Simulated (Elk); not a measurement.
Input and output of a self-consistent single point for Zn3Ag (P-6m2, 4 atoms in the cell) (Elk).

Computed with PBEsol, all-electron FP-LAPW, Elk's shipped species files, default APW+lo basis run with Elk 10.2.4.

The change in words: lattice scaled by 0.98. Reference geometry:
```
CELL_PARAMETERS angstrom
      2.87804     0.00000     0.00000
     -1.43902     2.49246     0.00000
      0.00000     0.00000     8.65170
ATOMIC_POSITIONS crystal
  Zn 0.66667 0.33333 0.50000
  Zn 0.33333 0.66667 0.25680
  Zn 0.33333 0.66667 0.74320
  Ag 0.66667 0.33333 0.00000
```

Reference input (self-consistent single point, DFT, PBEsol, all-electron FP-LAPW, Elk's shipped species files, default APW+lo basis): xctype = 22; swidth = 0.00183747 Ha; ngridk = 13 13 4; rmtscf = 0.98; maxscl = 100. This run's input differs from it in these lines:

```diff
@@ -19,5 +19,5 @@
 avec
-    2.8780422972   -0.0000000690    0.0000000000
-   -1.4390210889    2.4924577771    0.0000000000
-    0.0000000000    0.0000000000    8.6516970000
+    2.8204814637    0.0000001424    0.0000000000
+   -1.4102408552    2.4426085272    0.0000000000
+    0.0000000000    0.0000000000    8.4786630000
```

Output (repeated stretches shortened):

```
│ Self-consistent loop started │
│ Loop number : 1 │
 total energy                :     -10687.8472526
│ Loop number : 2 │
 total energy                :     -10688.5565143
RMS change in Kohn-Sham potential (target) :   0.1821538321     (  0.1000000000E-05)
Absolute change in total energy (target)   :   0.7092616921     (  0.1000000000E-03)
│ Loop number : 3 │
 total energy                :     -10689.2335555
RMS change in Kohn-Sham potential (target) :   0.1755031889     (  0.1000000000E-05)
Absolute change in total energy (target)   :   0.8543565978     (  0.1000000000E-03)
│ Loop number : 4 │
   [... lines left out ...]
Absolute change in total energy (target)   :   0.2998955097E-05 (  0.1000000000E-03)
│ Loop number : 20 │
 total energy                :     -10699.0754277
RMS change in Kohn-Sham potential (target) :   0.2445949690E-05 (  0.1000000000E-05)
Absolute change in total energy (target)   :   0.1251787944E-03 (  0.1000000000E-03)
│ Loop number : 21 │
 total energy                :     -10699.0754510
RMS change in Kohn-Sham potential (target) :   0.5593848567E-06 (  0.1000000000E-05)
Absolute change in total energy (target)   :   0.5457493171E-04 (  0.1000000000E-03)
Convergence targets achieved

│ Loop number : 22 │

Energies :
 Fermi                       :     0.261549163074
 total energy                :     -10699.0754460

Density of states at Fermi energy :    33.22819335
 (states/Hartree/unit cell)

Estimated indirect band gap :   0.1498451841E-02
 from k-point     98 to k-point     23
Estimated direct band gap   :   0.1077026658E-01
 at k-point     35

Charges :
 core                        :    64.00000000
 valence                     :    73.00000000
 interstitial                :    4.406295227
 muffin-tins (core leakage)
  species :    1 (Zn)
   atom    1                 :    28.88379114     (  0.1099607474E-03)
   atom    2                 :    28.86125128     (  0.1100214126E-03)
   atom    3                 :    28.86125128     (  0.1100214126E-03)
  species :    2 (Ag)
   atom    1                 :    45.98741108     (  0.2203940141E-08)
 total in muffin-tins        :    132.5937048
 total calculated charge     :    136.9729280
 total charge                :    137.0000000
 error                       :   0.2707198556E-01

│ Self-consistent loop stopped │
```

The run converged in 22 iterations. The count includes the last loop, which Elk runs after its targets are met. Against the reference run the free energy drops by 13.9 meV/atom.

The starting cell comes from a database of computed structures (which also holds hypothetical and non-ambient phases and stackings), without a prior relaxation at this level. Its lattice was rescaled by a random factor within 2.5 % of one. For this run, on top of that: lattice scaled by 0.98. Values depend on the basis (sphere radii, cutoffs, local orbitals), which need not be converged. The log's line on a gap gives a spacing of levels on this mesh, which the program prints for metals too.
